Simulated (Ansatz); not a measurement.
Abridged Ansatz (a program for electronic structure) output:

```
Pseudopotential: Ca, paw, valence charge 10
Pseudopotential: Bi, paw, valence charge 15
Crystal: 6 atoms, lattice volume = 183.356 Å³
Basis set: ecut = 500 eV, 4663 PW (Γ), exchange–correlation on 288×288×144 points (64 copies of the dense FFT grid, shifted against one another)
Bands: 46, of which v1, the nominal top of the filled ones, is band 40 counted from 1 (39 counted from 0)
Symmetry: 8 space group operations
k-points: 186 of 1000
Functional: x = r2scan, c = r2scan + rvv10(b = 11.95, C = 0.0093); τ floored in thin density (d = 2e-4 eV/Å³)
SCF iter   1: F=—  HF=-53276.525373 eV  |F-HF|=—  |Δ(HF+E_count)|=         —  Δρ=5.06e-3  dr2=1.01e-1  dr2_τ=7.91e-3  ethr=1.77e-3  ⟨swp⟩=11.8  Hψ=40395  notcnv=0
SCF iter   2: F=—  HF=-53276.664431 eV  |F-HF|=—  |Δ(HF+E_count)|=   1.39e-1  Δρ=3.15e-3  dr2=5.59e-2  dr2_τ=5.43e-4  ethr=1.26e-4  ⟨swp⟩=3.2  Hψ=14387  notcnv=0  defer=66
SCF 1 converged in 10 iterations: F = -53276.662802 eV  dr2 = 4.69e-10
SCF converged after 10 iterations
Free energy (F): -53276.662802 eV
Internal energy: -53276.646387 eV  (E = F + TS)
E sigma→0 (E₀):  -53276.654595 eV
Entropy (-TS):   -0.016415 eV (-2.736 meV/atom)
Fermi energy:    10.283728 eV
--- Forces (eV/Å), atoms counted from 1 ---
  atom   1  Ca     0.00000000     0.00038893     0.00000000
  atom   2  Ca     0.00000000    -0.00038893     0.00000000
  atom   3  Bi     0.00000000     0.00035384     0.00000000
  atom   4  Bi     0.00000000    -0.00035384     0.00000000
  atom   5  Bi     0.00000000     0.00003017     0.00000000
  atom   6  Bi     0.00000000    -0.00003017     0.00000000
--- Stress (GPa, compression-positive) ---
       -0.007845       0.000000       0.000000
        0.000000      -0.000832       0.000000
        0.000000       0.000000       0.001068
  P = ⅓ Tr σ = -0.0025 GPa (-0.025 kbar)
```

**Question.** What was computed, and what are the main results?

**Answer.** CaBi2, 6 atoms in the cell, with r2SCAN+rVV10 in Ansatz (plane waves to 500 eV, PAW, no SOC). The last SCF converged to F = -53276.662802 eV, or -8879.4438 eV per atom, at a pressure of 0.00 GPa. The total energy compares only with runs of the same code, potentials and settings.

Whether these cells are dynamically stable was not tested. The cell is CaBi₂ (space group Cmcm, No. 63; a cell from a computed database, its experimental status unchecked).
